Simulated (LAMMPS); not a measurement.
MD of Al (fcc) at zero pressure, 4000 atoms, as a crystal; each row is its own run.

Method: classical MD, pair style eam/fs, file AlFe_mm.eam.fs, run in LAMMPS.

```csv
T (K),volume (Å³/atom)
200,16.600
300,16.727
560,17.112
700,17.332
840,17.564
980,17.833
1120,18.221
```

Q: Fit a straight line, y = a + b x, to these rows (x is the first column, y the second) and predict the run at x = 420.

A: Least squares gives a = 16.200 and b = 0.001700. At x = 420 the fit predicts 16.914 Å³/atom. The run itself gave 16.9000 ± 0.0001 Å³/atom, so the fit is 0.083 % high.

Caution: the potential EAM-type AlFe_mm.eam.fs is made for dilute Fe in Al.

Caution (rows 980; 1120): this crystal lies over the melting point of about 930 K that EAM-type AlFe_mm.eam.fs gives, so it is superheated.
